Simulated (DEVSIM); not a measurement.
System: Mo/SiO2/n-Si capacitor, at 300 K.

```tsv
layer (left to right)	material	thickness (nm)	Nd (cm⁻³)
1	SiO2	37.0	-
2	Si	5000	1.3e16
```

Metal gate on the left, work function 4.6 eV. Fixed charge at the semiconductor interface 0 cm⁻² (in units of +e); no interface traps.

This is a model device: material constants are rounded textbook-type values typed into the input, and sizes, dopings and lifetimes were drawn at random. Values at 300 K.

| parameter | SiO2 | Si |
|---|---|---|
| gap (eV) | 9 | 1.124 |
| affinity (eV) | 0.9 | 4.05 |
| permittivity | 3.9 | 11.7 |
| Nc (cm⁻³) | - | 2.86e19 |
| Nv (cm⁻³) | - | 3.1e19 |

DEVSIM, 1D Poisson equation in equilibrium, Boltzmann statistics, complete ionisation; no quantum confinement or tunnelling. Metal contacts follow the ideal Schottky-Mott rule: no Fermi-level pinning, no interface dipoles.

Task: Give the band bending (positive: bands bend down) and minority sheet density.

Result: 
```csv
Vg (V),ψs (V),minority carriers (cm⁻²)
-2.9,-0.879,1.0e12
-2.6,-0.872,8.4e11
-2.3,-0.863,6.7e11
-2,-0.852,5.1e11
-1.7,-0.838,3.4e11
-1.4,-0.818,1.8e11
-1.1,-0.774,4.1e10
-0.8,-0.612,< 1e8
-0.5,-0.413,< 1e8
-0.2,-0.232,< 1e8
0.1,-0.082,< 1e8
0.4,0.011,< 1e8
0.7,0.059,< 1e8
1,0.087,< 1e8
1.3,0.106,< 1e8
1.6,0.120,< 1e8
1.9,0.132,< 1e8
```
